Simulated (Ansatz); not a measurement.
# BP (model structure, started from the cinnabar type, P6₂22, No. 180, 6 atoms in the cell): equilibrium volume per atom by level of theory

No measured value is used here.

| level (code) | value (Å³/atom) |
|---|---|
| PBE (Ansatz) | 10.85 |
| PBEsol (Ansatz) | [?] |
| PBE-D3(BJ) (Ansatz) | 10.54 |

Q: Some entries are withheld; supply them.

A: 
- PBEsol (Ansatz, a program for electronic structure), value (Å³/atom): 10.64

Ansatz's density-functional and Hartree–Fock values are scalar-relativistic unless marked +SOC, with PAW data made under PBE.

A model structure was made by putting elements into a prototype or built by hand; it is no filed structure, need not be a known phase, and can be a saddle point held by its symmetry.
